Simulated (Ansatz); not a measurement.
Consider Ag in the fcc (Cu type) structure (space group Fm-3m, No. 225; relaxed with 0.1 eV smearing).

```
CELL_PARAMETERS angstrom
      0.00000     2.02691     2.02691
      2.02691     0.00000     2.02691
      2.02691     2.02691     0.00000
ATOMIC_POSITIONS crystal
  Ag 0.00000 0.00000 0.00000
```

Cartesian axes are those of the cell as printed.

Method: Kohn–Sham DFT with the PBEsol functional, run in Ansatz (a program for electronic structure) with PAW and 420 eV plane waves, without spin-orbit coupling.

Before the change:

```
Item       Result
--------  -------
Pressure  0.0 GPa
```

It is then changed as follows: the cell is stretched by 1.00 % along z with no lateral relaxation, atoms relaxed at fixed cell.

**Question.** How does this affect the energy relative to the base and pressure?

**Answer.** The energy increases by 0.7 meV/atom; the pressure (mean of the normal stresses, compression positive) goes from zero to -1.1 GPa.

The cells carry an imposed strain or load. No phonon test of stability was made.
